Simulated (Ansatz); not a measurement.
The reference is La2O3 (space group P-3m1, No. 164; a = 3.9065 Å, c = 6.0394 Å).

Method: Kohn–Sham DFT with the PBEsol functional, run in Ansatz (a first-principles code) with PAW and 420 eV plane waves, scalar-relativistic without spin-orbit coupling, earlier PAW set.

For the base:

- Smallest direct gap = 3.86 eV
- Gap character = indirect, L → K

It is then changed as follows: the cell is scaled by 0.9467 in all directions, atoms relaxed at fixed cell.

### Question
Predict the new smallest direct gap.

### Answer
The smallest direct gap decreases by 0.16 eV to 3.70 eV.

### Question
What does the calculation give for the gap character after the change?

### Answer
The gap character becomes indirect, K → M (base: indirect, L → K).

The cells carry an imposed strain or load. Semilocal Kohn–Sham gaps tend to fall short of experiment. Stability against distortions was not tested.
